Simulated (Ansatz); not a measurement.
We consider BaC2 (R-3m, No. 166, 3 atoms in the cell; start mp-1018141), described by G0W0@PBEsol+SOC in Ansatz (plane waves, hard PAW, contour deformation, complete-basis limit, spin–orbit shift from PBEsol).

Numerical settings: largest k mesh 6×6×6 (not extrapolated in the mesh).

Cell (relaxed with PBEsol):

```xyz
3
Lattice="2.5423 1.4678 2.4558 -2.5423 1.4678 2.4558 0.0000 -2.9356 2.4558" Properties=species:S:1:pos:R:3 pbc="T T T"
Ba     0.0000     0.0000     0.0000
C      0.0000     0.0000     4.3162
C      0.0000     0.0000     3.0513
```

Task: Predict the band gap.

Result: 
* **band gap**: 2.81 eV

Note: spin–orbit coupling enters as the shift of the gap found with a semilocal functional.

Computed values are for the static lattice.

A start named mp-… is a Materials Project structure, which need not be a measured phase.

Ansatz is an electronic-structure program.
